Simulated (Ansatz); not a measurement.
TiAl3 (I4/mmm, No. 139), treated with PBEsol-D3(BJ) (Ansatz, a program for electronic structure, PAW).

Numerical settings: plane-wave cutoff 520 eV, 20×20×20 k mesh, Fermi–Dirac smearing 0.05 eV, no spin polarisation, scalar-relativistic PAW data made under PBE.

Computed points:

```csv
V (Å³/atom),E − E_lowest (meV/atom),P (GPa)
14.383,9.66,5.34
14.682,2.34,2.54
14.982,0.00,0.00
15.282,2.18,-2.29
15.581,8.44,-4.37
```

Q: Estimate the bulk modulus and its pressure derivative from these points.

A: V0 = 14.982 Å³/atom, B0 = 121 GPa, B′ = 4.0 (fit to the energies at full precision).

Shape and atoms are relaxed at each volume.

Measured, for comparison: equilibrium volume per atom 15.93 Å³/atom (temperature not stated, no zero-point or thermal correction; as tabulated in P. Norby and A. Norlund Christensen, Acta Chemica Scandinavica A40, 157 (1986)). Computed (rounded) less measured: equilibrium volume per atom -6.0 %.

Note: the volume lies 6 % below that of the published cell; the bulk modulus comes from volumes at which shape and atoms were relaxed.

The computed numbers hold no vibrational or temperature effects.
